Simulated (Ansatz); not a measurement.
An Ansatz (an electronic-structure program) input (r2SCAN, PAW, 500 eV (Ansatz; no spin-orbit coupling)):

Ansatz 0.2 input:
```yaml
crystal:
  lattice:
    - [3.9936578002, 0, 0]
    - [-1.9968289001, 3.458609109, 0]
    - [0, 0, 6.587478114]
  atoms:
    - { symbol: Ga, position: [0.6666666667, 0.3333333333, 0.9995153106] }
    - { symbol: Ga, position: [0.3333333333, 0.6666666667, 0.4995153106] }
    - { symbol: As, position: [0.6666666667, 0.3333333333, 0.6256846894] }
    - { symbol: As, position: [0.3333333333, 0.6666666667, 0.1256846894] }
basis: { ecutwfc: 500, ecutrho_ratio: 4, xc_grid: 4, fft_grid_basis: typed }
kpoints: { mp_grid: { grid: [10, 10, 5] } }
hamiltonian:
  xc: r2scan
  dispersion: none
  pseudopotentials: { kind: paw }
scf: { occupations: { method: fermi_dirac, width: 0.05 }, convergence: { dr2_threshold: 0.0000000004 } }
output: { forces: true, stress: true }
checkpoint: { write: state.ck, write_every: 1000 }
```

Which symmetry and how many k-points will the program report, and about how many plane waves at Γ?

Space group P63mc (ITA 186) with 12 operations, k-points 42 of 500, and 2311 plane waves at Γ.

Stability against distortions was not tested. The cell was made from GaN by this change: N → As; the result is a model cell, its experimental status unchecked. This is not the structure that GaAs has at room temperature and ambient pressure.
